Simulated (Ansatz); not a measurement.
Abridged Ansatz (a program for electronic structure) output:

```
Relaxation: its limit of steps is 60 (relax.max_steps)
Pseudopotential: K, paw, valence charge 9
Pseudopotential: Ta, paw, valence charge 13
Pseudopotential: O, paw, valence charge 6
Crystal: 5 atoms, lattice volume = 63.754 Å³
Basis set: ecut = 420 eV, 1237 PW (Γ), exchange–correlation on 54×54×54 points (8 copies of the dense FFT grid, shifted against one another)
Bands: 25, of which v1, the nominal top of the filled ones, is band 20 counted from 1 (19 counted from 0)
Symmetry: 48 space group operations
k-points: 35 of 512
Functional: x = pbe(κ = 0.804, μ = 0.2195149727645171), c = pbe(β = 0.06672455060314922)
SCF iter   1: F=—  HF=-13179.729780 eV  |F-HF|=—  |Δ(HF+E_count)|=         —  Δρ=5.70e-2  dr2=2.07e0  ethr=3.10e-3  ⟨swp⟩=6.9  Hψ=4378  notcnv=0
SCF iter   2: F=—  HF=-13179.327714 eV  |F-HF|=—  |Δ(HF+E_count)|=   4.02e-1  Δρ=3.05e-2  dr2=5.08e-1  ethr=3.10e-3  ⟨swp⟩=2.2  Hψ=1736  notcnv=0  defer=33
SCF 1 converged in 8 iterations: F = -13179.241367 eV  dr2 = 2.16e-8
relax step   1: F+E_penalty+E_count = -13179.24136722 eV  Δ(F+E_penalty+E_count) = +0.000e0 eV  max|allowed force component| = 4.531e-29 eV/Å  Δτ_max = 0.0000 Å  P = +4.199 GPa  Ω = 63.754 Å³  (8 SCF iters, dr2 threshold 1.00e-7 eV, accepted)
[... steps on the carried basis left out ...]
relax step   7: F+E_penalty+E_count = -13179.18435946 eV  Δ(F+E_penalty+E_count) = +7.435e-5 eV  max|allowed force component| = 5.640e-30 eV/Å  Δτ_max = 0.0000 Å  P = +8.999 GPa  Ω = 62.363 Å³  stress off target by 8.30e-4 GPa  SCF on the basis re-selected at this cell (its energy is not comparable with the rows above)  (7 SCF iters)
SCF converged after 7 iterations
Free energy (F): -13179.184359 eV
Internal energy: -13179.184359 eV  (E = F + TS)
E sigma→0 (E₀):  -13179.184359 eV
Fermi energy:    10.125030 eV
--- Forces (eV/Å), atoms counted from 1 ---
  atom   1  K     -0.00000000    -0.00000000    -0.00000000
  atom   2  Ta    -0.00000000     0.00000000    -0.00000000
  atom   3  O      0.00000000    -0.00000000     0.00000000
  atom   4  O     -0.00000000     0.00000000     0.00000000
  atom   5  O      0.00000000    -0.00000000    -0.00000000
--- Stress (GPa, compression-positive) ---
        8.999170      -0.000000       0.000000
       -0.000000       8.999170       0.000000
        0.000000       0.000000       8.999170
  P = ⅓ Tr σ = 8.9992 GPa (89.992 kbar)
--- Relaxed structure (5 steps of the walk, 5 accepted, 2 SCFs on fresh bases) ---
  cell:  # Å, volume = 62.3634 Å³
    - [3.9656097669980954, -1.3160521286646111e-33, 2.5679065925163143e-34]
    - [-1.3160521286646111e-33, 3.9656097669980954, 0.0]
    - [7.703719777548943e-34, 6.419766481290786e-35, 3.9656097669980954]
  atoms:
    - { symbol: K, position: [-2.4105029613992266e-36, 5.272975227783062e-37, -2.259846526169822e-37] }
    - { symbol: Ta, position: [0.5, 0.5, 0.5] }
    - { symbol: O, position: [8.53719798730053e-37, 0.5, 0.5] }
    - { symbol: O, position: [0.5, 0.5, 2.510940586891148e-38] }
    - { symbol: O, position: [0.5, 2.510940585240983e-38, 0.5] }
```

Problem. What was computed, and what are the main results?

Solution. KTaO3, 5 atoms in the cell, with Ansatz, PBE, PAW, cutoff 420 eV, no spin-orbit coupling, earlier PAW set, from a series relaxed to a target (pressure 9 GPa). The last SCF converged to F = -13179.184359 eV, or -2635.8369 eV per atom, at a pressure of 9.00 GPa. The total energy compares only with runs of the same code, potentials and settings.

With Ta present, leaving out spin-orbit coupling can change the band edges. Load acts through the strain it causes; cell and atoms are relaxed under it. Stability against distortions was not tested. Competing high-pressure phases were not computed. The cell was made from KTaO3 in the cubic perovskite structure (space group Pm-3m, No. 221) by this change: pressure 9 GPa.

Keys are those of Ansatz 0.2.
